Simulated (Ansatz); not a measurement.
## Response to strain in GaP

Base system: GaP in the zinc blende structure (space group F-43m, No. 216).

```
CELL_PARAMETERS angstrom
      0.00000     2.71928     2.71928
      2.71928     0.00000     2.71928
      2.71928     2.71928     0.00000
ATOMIC_POSITIONS crystal
  Ga 0.00000 0.00000 0.00000
  P  0.25000 0.25000 0.25000
```

Cartesian axes are those of the cell as printed.

Strains are applied to the cell and any free atomic positions relax; under biaxial strain the out-of-plane vector relaxes too.

Computed with PBEsol (Ansatz, an electronic-structure program, PAW, no spin-orbit coupling).

Notes on the quantities. energy relative to the base: free energy F.

| biaxial strain, plane normal [001], relaxed out of plane (%) | energy relative to the base (meV/atom) |
|---|---|
| -3 | 17.0 |
| -2.5 | 11.7 |
| -2 | 7.4 |
| -1.5 | ? |
| -1 | 1.8 |
| -0.5 | 0.4 |
| 0 | 0.0 |

### Question
Fit ΔE = Aε² + Bε³ (ε in %) to the rows shown and predict the withheld row.

### Answer
Least squares on the printed values gives A = 1.77 and B = -0.040 meV/atom (largest residual 0.0 meV/atom); this predicts 4.1 meV/atom, and the run gives 4.1 meV/atom, in agreement.

Whether these cells are dynamically stable was not tested.
